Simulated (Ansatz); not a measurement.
Effect of 2 layers on ZrC

Start from ZrC in the rock salt structure (space group Fm-3m, No. 225; a = 4.669 Å). Axes: x, y, z lie along the cube axes.

Perturbation: a free-standing slab of 2 layers (4 atoms, 2 a layer) is cut normal to the z axis, with 15 Å of vacuum and the in-plane cell held at bulk.

Calculations: Ansatz (a quantum-chemistry and plane-wave program), PBEsol, PAW, cutoff 420 eV, no spin-orbit coupling. k-mesh 14×14×1 (Γ-centred); smearing 0.05 eV (Fermi–Dirac), for the changed cell.

* **Layer's space group (with vacuum)**: P4/nmm (No. 129)
* **Shortest interatomic distance**: 2.196 Å (base 2.334 Å)
* **Band gap**: zero (base zero)
* **Excess energy per area of both faces (slab less bulk energy over the cell's area: twice a surface energy)**: 3.77 J/m² (uncertain by up to 0.06 J/m²)
* **Thickness between the outermost nuclei**: 2.20 Å

Cost of the whole job for the changed cell (relaxation, final SCF and bands): about 40 core-seconds (a rough figure).

Slab and bulk use different k-meshes, which limits the precision of the excess energy. Whether these cells are dynamically stable was not tested. The final runs are not spin-polarised. The zero or small gap of ZrC can change with the level of theory.
